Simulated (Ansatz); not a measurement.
Convergence study of the k-point mesh for La2PBr2 (P3m1, 5 atoms in the cell)

```yaml
crystal:
  lattice:
    - [4.24820, 0.00000, 0.00000]
    - [-2.12410, 3.67905, 0.00000]
    - [0.00000, 0.00000, 10.15232]
  atoms:
    - { symbol: La, position: [0.33333, 0.66667, 0.84427] }
    - { symbol: La, position: [0.66667, 0.33333, 0.16066] }
    - { symbol: P, position: [0.00000, 0.00000, 0.00000] }
    - { symbol: Br, position: [0.66667, 0.33333, 0.65640] }
    - { symbol: Br, position: [0.33333, 0.66667, 0.34360] }
```

Method: PBEsol, default PAW files made with PBE (plane waves; Ansatz, a quantum-chemistry and plane-wave program).

Base settings: basis.ecutwfc = 420 eV; kpoints.mp_grid.grid = 9 9 4; hamiltonian.xc = pbesol; hamiltonian.pseudopotentials = {kind: paw} (the program's default PAW files); scf.occupations.method = gaussian; scf.occupations.width = 0.1 eV.

The second cell is the first with its lattice scaled by 0.98.

Only quantities that move along the ladder and can be compared are tabulated.

The count of work is k-points × plane waves × bands × iterations; it is no time. Core times come from one kind of shared machine, to one figure; runs under 30 s give none.

The starting cell comes from a database of computed structures (which also holds hypothetical and non-ambient phases and stackings), without a prior relaxation at this level. Its lattice was rescaled by up to half a per cent. One atom was moved a little off its site on purpose. Ansatz's pressure includes its estimate of the finite-basis (Pulay) stress.

```tsv
kpoints.mp_grid.grid	free energy less the last step's (meV/atom)	energy of the compressed cell less the first (meV/atom)	pressure (GPa)	largest difference of a force vector from the last step's (eV/Å)	count of work / last	core time / last (rough)
2 2 1	1.77	9.72	-0.89	0.022	0.011	–
3 3 1	-17.35	7.21	-1.09	0.032	0.015	–
3 3 2	-15.41	7.41	-1.07	0.021	0.031	–
4 4 2	-4.11	7.20	-1.08	0.055	0.032	–
5 5 2	11.05	8.64	-0.95	0.029	0.046	–
6 6 3	4.42	8.58	-0.97	0.010	0.068	–
8 8 3	-0.56	7.99	-1.01	0.001	0.10	–
9 9 4	-0.52	7.94	-1.02	0.001	0.17	–
10 10 4	0.88	8.05	-1.01	0.002	0.20	–
12 12 5	0.27	8.02	-1.01	0.002	0.32	0.3
14 14 5	-0.19	7.97	-1.02	0.000	0.42	0.4
19 19 7	0.00	7.99	-1.01	0.000	1.0	1
```

Coarsest kpoints.mp_grid.grid that holds the forces within 0.005 eV/Å of the last step, with all finer ones: 8 8 3, at 0.10 of the last step's count of work; the step before is off by 0.010 eV/Å.

Coarsest kpoints.mp_grid.grid that holds the free energy within 5 meV/atom of the last step, with all finer ones: 6 6 3, at 0.068 of the last step's count of work; the step before is off by 11 meV/atom.

Coarsest kpoints.mp_grid.grid that holds the energy of the compressed cell less the first within 0.2 meV/atom of the last step, with all finer ones: 8 8 3, at 0.10 of the last step's count of work; the step before is off by 0.58 meV/atom.

The energy difference between the two cells stays within 1 meV/atom of the last step's from 3 3 1 on, the total only from 8 8 3 on: much of the error is common to both cells and cancels.

Keys are those of Ansatz 0.2.
